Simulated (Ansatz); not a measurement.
The starting structures come from a database of crystals and need not be the phases stable at ambient conditions.

 Where the default PAW files enter, the runs use the earlier of Ansatz's two default sets.

Tunnelling through a barrier is set by its complex band structure: the current falls as exp(−2κd) with the smallest κ.

```
CELL_PARAMETERS angstrom
      5.30900     0.00000     0.00000
      0.00000     5.30900     0.00000
      2.65450    -2.65450     5.20773
ATOMIC_POSITIONS crystal
  Zn 0.75000 0.75000 0.50000
  Ga 0.00000 0.00000 0.00000
  Ga 0.25000 0.25000 0.50000
  S  0.62099 0.37047 0.23980
  S  0.37047 0.13921 0.76020
  S  0.13921 0.86933 0.23980
  S  0.86933 0.62099 0.76020
```

Space group of this cell: I-4. The cell is taken as given; by PBEsol its mean pressure is -0.8 GPa.

Transport runs along the normal of the first two printed cell vectors, the (001) plane of the conventional cell.

The gap is the functional's own, uncorrected, and κ follows it; spin-orbit coupling is left out. Mid-gap values are interpolated between the computed energies.

**Question.** Compute, with PBEsol (Ansatz, a first-principles code), the band gap and the smallest decay constant κ at mid-gap.

**Answer.** Gap 2.28 eV on a 6×6×6 mesh; κ = 0.182 1/Å, at the zone centre.
